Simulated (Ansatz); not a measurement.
The reference is Ca in the fcc (Cu type) structure (space group Fm-3m, No. 225; a = 5.4552 Å).

Computed with Ansatz (a first-principles code), PBEsol, PAW, cutoff 420 eV, no spin-orbit coupling.

Base values:

| Quantity | Value |
|---|---|
| Volume per atom | 40.59 Å³ |

The change: hydrostatic tension (pressure −1 GPa).

Q: What does the calculation give for the volume per atom after the change?

A: The volume per atom increases by 2.56 Å³ to 43.15 Å³.

Load acts through the strain it causes; cell and atoms are relaxed under it. Whether these cells are dynamically stable was not tested.
